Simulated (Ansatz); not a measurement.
BP under load (space group F-43m), r2SCAN with spin-orbit coupling, rigid bands in Ansatz (a first-principles code). Condition of this run: hydrostatic pressure of -4 GPa (compression positive) (the target of the relaxation). Band gap 1.42 eV, N_c = 4.08e19 cm⁻³ and N_v = 2.32e19 cm⁻³ at 300 K, conductivity masses of 0.322 mₑ (electrons) and 0.397 mₑ (holes). Take k_BT = 0.02585 eV.

**Question.** What built-in voltage has an abrupt junction with N_A = 1e17 and N_D = 1e18 cm⁻³, all dopants ionised?

**Answer.** V_bi = E_g/e − (k_BT/e) ln(N_c N_v/(N_A N_D)) = 1.42 − 0.02585 × 9.16 = 1.18 V, for the computed gap.

**Question.** Find the intrinsic carrier density and the intrinsic Fermi level.

**Answer.** n_i = √(N_c N_v) exp(−E_g/2k_BT) = 3.08e19 × exp(−27.46) = 3.6e7 cm⁻³. The level lies (k_BT/2) ln(N_v/N_c) = -7 meV from mid-gap (positive towards the conduction band). Each 0.1 eV added to the gap lowers n_i by a factor of 6.9.

**Question.** A film of it is 8 nm thick. Estimate the confinement energies in an infinite well.

**Answer.** ħ²π²/(2m t²) = 0.376 eV·nm²/(m/mₑ × t²) gives 18.2 meV for electrons and 14.8 meV for holes, so the gap would widen to about 1.45 eV. Finite barriers and nonparabolic bands lower this, and with several valleys or bands the heaviest mass along the normal sets the lowest level, not this average.

Rigid bands with the computed gap; masses take one relaxation time for all states. Geometry: cell and atoms relaxed with PBEsol.
